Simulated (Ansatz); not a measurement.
# CdGeAs2: electrons 5.0×10^21 cm⁻³

Consider CdGeAs2 in the chalcopyrite structure (space group I-42d, No. 122; a = 5.9812 Å, c = 11.2983 Å).

Now apply this change: 1.01 electrons added to each cell, a density of 5.0×10^21 cm⁻³, with a uniform compensating background at fixed cell and a 300 K Fermi–Dirac width.

Method: Kohn–Sham DFT with the r2SCAN functional, run in Ansatz (a quantum-chemistry and plane-wave program) with PAW and 500 eV plane waves, no spin-orbit coupling. k-mesh 11×11×11 (Γ-centred); smearing 0.0259 eV (Fermi–Dirac).

The gap between the host's bands becomes zero (base: 0.10 eV) and the Fermi level relative to the doped band's edge (positive inside the band; to 0.05 eV) is +1.40 eV.

Charged cell with a jellium background: band edges are those of the host's band count, energies are not comparable with the neutral cell, and many-body gap narrowing is missing. Stability against distortions was not tested. The final runs are not spin-polarised. Gaps under 0.05 eV, about the width of the smearing, are given as zero. A zero or small gap of CdGeAs2 can be the functional's error rather than a property of the material.
